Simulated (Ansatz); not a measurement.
The reference is TiSi2 (space group Fddd, No. 70).

```
TiSi2
1.0
    0.00000     4.11477     4.26030
    2.38957     0.00000     4.26030
    2.38957     4.11477     0.00000
Si Ti
4 2
Direct
  0.66253   0.33747   0.66253
  0.33747   0.66253   0.33747
  0.58747   0.91253   0.58747
  0.91253   0.58747   0.91253
  0.00000   0.00000   0.00000
  0.25000   0.25000   0.25000
```

All numbers come from r2SCAN/PAW in Ansatz (a program for electronic structure), without spin-orbit coupling.

Base values:

- Pressure: 0.0 GPa
- Band gap: zero

It is then changed as follows: the cell is scaled by 0.9466 in all directions; the atoms relax in the strained cell.

Task: How does this affect the energy relative to the base, largest internal atomic displacement, pressure and band gap?

Result: The energy increases by 0.202 eV/atom; the largest internal atomic displacement comes out as 0.012 Å; the pressure (mean of the normal stresses, compression positive) goes from zero to 35.3 GPa; the band gap is still zero.

Whether these cells are dynamically stable was not tested. The final runs are not spin-polarised.
